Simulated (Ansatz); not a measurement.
**PbZrO3: pressure series**

The parent structure is PbZrO3 in the cubic perovskite structure (space group Pm-3m, No. 221; a cell from a computed database, its experimental status unchecked).

```xyz
5
Lattice="4.1413 0.0000 0.0000 0.0000 4.1413 0.0000 0.0000 0.0000 4.1413" Properties=species:S:1:pos:R:3 pbc="T T T"
Zr     0.0000     0.0000     0.0000
Pb     2.0706     2.0706     2.0706
O      2.0706     0.0000     0.0000
O      0.0000     2.0706     0.0000
O      0.0000     0.0000     2.0706
```

Cell and atoms are relaxed at each pressure.

Level of theory: Ansatz (an electronic-structure program) PBEsol, spin-orbit coupling left out.

```
P (GPa)  V (Å³/atom)
-------  -----------
-2.00         14.377
-1.00         14.289
0.29          14.180
0.69          14.147
1.50          14.082
3.00          13.964
5.00          13.816
7.50          13.641
10.00         13.477
```

A third-order Birch–Murnaghan fit to these points gives V₀ = 14.20 Å³/atom, B₀ = 170 GPa and B₀′ = 4.4. At pressure 10 GPa the volume is 94.9 % of V₀.

Load acts through the strain it causes; cell and atoms are relaxed under it. No phonon test of stability was made. Competing high-pressure phases were not computed. Many cubic perovskites are stable only at high temperature; tilts and polar distortions were not tested.
